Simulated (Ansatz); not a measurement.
A constructed model of the (111) surface of fcc Ag, p(2x2) surface alloy, Zn on one Ag site of the top plane (bottom of the slab: a bare face, its two planes held)

Calculation: PBE (plane waves to 420 eV, PAW; Ansatz, an electronic-structure program).

Slab: 24 atoms, 11.9 Å thick at the start; k 8x8x1, smearing 0.1 eV, dipole-corrected; 8 atoms held, the rest relaxed; held to the start's symmetry, so lower structures may exist; no spin, no spin-orbit, no U. It is one candidate, not shown to be the stable structure of the face.

work function of the top face: 4.41 eV
energy released by relaxation: 0.014 eV
cost: around 8 core-minutes (rough)
